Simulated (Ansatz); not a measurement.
Structures of equal composition on the (000-1) surface of wurtzite ZnO (O plane on top): 2x2 Si adatom at H3; 2x2 Si adatom at T4. The slabs share one bottom face, and each structure is named by its start. These are constructed structures in small cells; real faces may alloy, dewet or reconstruct in larger ones, and not all known structures of the face are among them. Slabs of about 14 Å with all that they carry, Fermi-Dirac smearing of 0.025 eV. Bottom of the slabs: H caps. Relaxed from the named starts with such symmetry as they have, on meshes of like density; energies extrapolated to zero smearing; no spin-orbit coupling, no U. Spin-polarised runs, if any, are marked in brackets, and their order is one that fits the cell; the others ran without spin. Where a second, spin-polarised start was run, the lower counts.

These are r2SCAN, at the PBE geometry (plane waves to 500 eV, PAW; Ansatz, an electronic-structure program) values and carry that method's errors.

Problem. Order them by energy per 1x1 cell (lowest first) at the level r2SCAN, at the PBE geometry.

Solution. 2x2 Si adatom at H3 (0.000 eV, gap 0.79 eV on the mesh), 2x2 Si adatom at T4 (0.106 eV, gap 0.95 eV on the mesh)
